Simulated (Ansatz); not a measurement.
Take CdSe in the zinc blende structure (space group F-43m, No. 216; a = 6.0075 Å) as the base. Axes: x, y, z lie along the cube axes.

Calculations: LDA, PAW, 420 eV (Ansatz, a first-principles code; no spin-orbit coupling).

The change: uniaxial strain ε_zz = −1.00 %, all other strain components held at zero, atoms relaxed at fixed cell.

**Question.** Predict the stress tensor and what it implies for the stiffness.

**Answer.** Stress of the strained cell less that of the base (GPa, compression positive):
```
   0.53    0.00    0.00
   0.00    0.53    0.00
   0.00    0.00    0.71
```

Then −Δσ_ii/ε with ε = -0.0100 gives relaxed-ion elastic constants: C33 ≈ 71 GPa, C13 ≈ 53 GPa and C23 ≈ 53 GPa.

Whether these cells are dynamically stable was not tested.
